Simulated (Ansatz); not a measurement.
Electronic density of states of amorphous Al₃₀O₄₈H₆, density 2.94 g/cm³, on a 2×2×2 Γ-centred mesh with a Gaussian width of 0.1 eV; energies count from the Fermi level, whose place inside the gap is arbitrary. Cell and mesh are small, so fine structure isn't converged. The numbers are results of PBE, scalar-relativistic without spin-orbit coupling (plane waves to 420 eV, PAW; Ansatz, a quantum-chemistry and plane-wave program), not measurements. Sampling: a 2×2×2 Γ-centred mesh; Fermi-Dirac width 0.02 eV; no spin polarisation. At PBE the levels at the filled edge of the gap are localised (band-tail or defect states), and the nearest spread-out levels lie 3.9 eV apart at the zone centre.

Preparation: random packing, a CHGNet melt and quench, and a DFT relaxation. O atoms were pushed apart under 1.9 Å during the dynamics, to hinder bonds among them. The hot cell started wider than the set density and was brought back towards it in steps. It is the lowest in DFT energy of 2 quenches. It is a model cell: composition and starting density were chosen by hand, and all elements were melted together. No dispersion term was used. A short ab initio anneal came between quench and relaxation. Its density started from a set value of 2.95 and ended at 2.94 g/cm³. The quench (nominally 180 K/ps over its main leg) was far faster than any real one, so the model tends to hold more defects than a real film. One small periodic cell is one sample of the glass; other quenches scatter about these values. The volume was free in the relaxation, at fixed shape. Stress components on the final sampling reach 1.7 GPa.

(E - EF (eV), states/(eV atom)): (-12.00, 0.00); (-11.90, 0.00); (-11.80, 0.00); (-11.70, 0.00); (-11.60, 0.00); (-11.50, 0.00); (-11.40, 0.00); (-11.30, 0.00); (-11.20, 0.00); (-11.10, 0.00); (-11.00, 0.00); (-10.90, 0.00); (-10.80, 0.00); (-10.70, 0.00); (-10.60, 0.00); (-10.50, 0.00); (-10.40, 0.00); (-10.30, 0.00); (-10.20, 0.00); (-10.10, 0.00); (-10.00, 0.00); (-9.90, 0.00); (-9.80, 0.00); (-9.70, 0.00); (-9.60, 0.00); (-9.50, 0.00); (-9.40, 0.00); (-9.30, 0.02); (-9.20, 0.10); (-9.10, 0.12); (-9.00, 0.11); (-8.90, 0.14); (-8.80, 0.18); (-8.70, 0.25); (-8.60, 0.23); (-8.50, 0.30); (-8.40, 0.26); (-8.30, 0.20); (-8.20, 0.26); (-8.10, 0.34); (-8.00, 0.42); (-7.90, 0.40); (-7.80, 0.37); (-7.70, 0.39); (-7.60, 0.40); (-7.50, 0.41); (-7.40, 0.36); (-7.30, 0.33); (-7.20, 0.32); (-7.10, 0.34); (-7.00, 0.35); (-6.90, 0.36); (-6.80, 0.42); (-6.70, 0.43); (-6.60, 0.45); (-6.50, 0.48); (-6.40, 0.49); (-6.30, 0.49); (-6.20, 0.46); (-6.10, 0.48); (-6.00, 0.51); (-5.90, 0.54); (-5.80, 0.54); (-5.70, 0.53); (-5.60, 0.54); (-5.50, 0.55); (-5.40, 0.54); (-5.30, 0.54); (-5.20, 0.56); (-5.10, 0.59); (-5.00, 0.59); (-4.90, 0.55); (-4.80, 0.53); (-4.70, 0.57); (-4.60, 0.64); (-4.50, 0.64); (-4.40, 0.68); (-4.30, 0.69); (-4.20, 0.67); (-4.10, 0.66); (-4.00, 0.63); (-3.90, 0.64); (-3.80, 0.70); (-3.70, 0.69); (-3.60, 0.74); (-3.50, 0.76); (-3.40, 0.74); (-3.30, 0.72); (-3.20, 0.69); (-3.10, 0.69); (-3.00, 0.72); (-2.90, 0.72); (-2.80, 0.64); (-2.70, 0.57); (-2.60, 0.44); (-2.50, 0.34); (-2.40, 0.37); (-2.30, 0.37); (-2.20, 0.31); (-2.10, 0.20); (-2.00, 0.05); (-1.90, 0.00); (-1.80, 0.00); (-1.70, 0.06); (-1.60, 0.12); (-1.50, 0.05); (-1.40, 0.00); (-1.30, 0.00); (-1.20, 0.00); (-1.10, 0.00); (-1.00, 0.00); (-0.90, 0.00); (-0.80, 0.00); (-0.70, 0.00); (-0.60, 0.00); (-0.50, 0.00); (-0.40, 0.00); (-0.30, 0.00); (-0.20, 0.00); (-0.10, 0.00); (0.00, 0.00); (0.10, 0.00); (0.20, 0.00); (0.30, 0.00); (0.40, 0.00); (0.50, 0.00); (0.60, 0.00); (0.70, 0.00); (0.80, 0.00); (0.90, 0.00); (1.00, 0.00); (1.10, 0.00); (1.20, 0.00); (1.30, 0.00); (1.40, 0.00); (1.50, 0.01); (1.60, 0.01); (1.70, 0.00); (1.80, 0.00); (1.90, 0.00); (2.00, 0.00); (2.10, 0.01); (2.20, 0.03); (2.30, 0.04); (2.40, 0.03); (2.50, 0.03); (2.60, 0.05); (2.70, 0.05); (2.80, 0.06); (2.90, 0.03); (3.00, 0.04); (3.10, 0.07); (3.20, 0.06); (3.30, 0.07); (3.40, 0.05); (3.50, 0.05); (3.60, 0.06); (3.70, 0.09); (3.80, 0.11); (3.90, 0.11); (4.00, 0.12); (4.10, 0.14); (4.20, 0.16); (4.30, 0.19); (4.40, 0.18); (4.50, 0.17); (4.60, 0.19); (4.70, 0.21); (4.80, 0.22); (4.90, 0.25); (5.00, 0.24); (5.10, 0.22); (5.20, 0.26); (5.30, 0.23); (5.40, 0.26); (5.50, 0.28); (5.60, 0.25); (5.70, 0.25); (5.80, 0.30); (5.90, 0.33); (6.00, 0.32); (6.10, 0.34); (6.20, 0.35)

The level gap on this mesh is 3.16 eV; the broadening fills part of it in the curve.
